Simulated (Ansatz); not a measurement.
The starting structures come from a database of crystals and need not be the phases stable at ambient conditions.

Given:

```yaml
crystal:
  lattice:
    - [4.11412, 0.00000, 0.00000]
    - [0.00000, 4.52716, 0.00000]
    - [0.00000, 0.00000, 5.08125]
  atoms:
    - { symbol: Si, position: [0.50000, 0.75000, 0.34769] }
    - { symbol: Si, position: [0.50000, 0.25000, 0.65231] }
    - { symbol: Si, position: [0.00000, 0.25000, 0.15231] }
    - { symbol: Si, position: [0.00000, 0.75000, 0.84769] }
    - { symbol: O, position: [0.73090, 0.57997, 0.61758] }
    - { symbol: O, position: [0.26910, 0.42003, 0.38242] }
    - { symbol: O, position: [0.76910, 0.07997, 0.88242] }
    - { symbol: O, position: [0.23090, 0.92003, 0.11758] }
    - { symbol: O, position: [0.23090, 0.42003, 0.88242] }
    - { symbol: O, position: [0.76910, 0.57997, 0.11758] }
    - { symbol: O, position: [0.26910, 0.92003, 0.61758] }
    - { symbol: O, position: [0.73090, 0.07997, 0.38242] }
```

Space group of this cell: Pbcn. The cell is taken as given; by r2SCAN its mean pressure is -9.7 GPa.

The numbers are results of r2SCAN (plane waves, PAW; Ansatz, a program for electronic structure), not measurements.

The current runs along the normal of the first two printed vectors; no spin-orbit coupling. Scaled by the factor s: all lengths (ions clamped). Meshes 8×8×6 and 8×8 across the current in all rows.

```tsv
s	mean pressure (GPa)	band gap (eV)
0.98	11.2	?
1.00	-9.7	6.20
1.02	-25.5	5.15
```

Take the slope of the band gap against ln s from the two given rows, extrapolate to s = 0.98, and say what the run there gives.

Slope = (5.15 − 6.20) / ln 1.02 = -53.0 eV. The line gives 6.20 + (-53.0) × ln 0.98 = 7.27 eV. The run gives 7.33 eV, 0.06 eV over the line, 5 % of the predicted step.
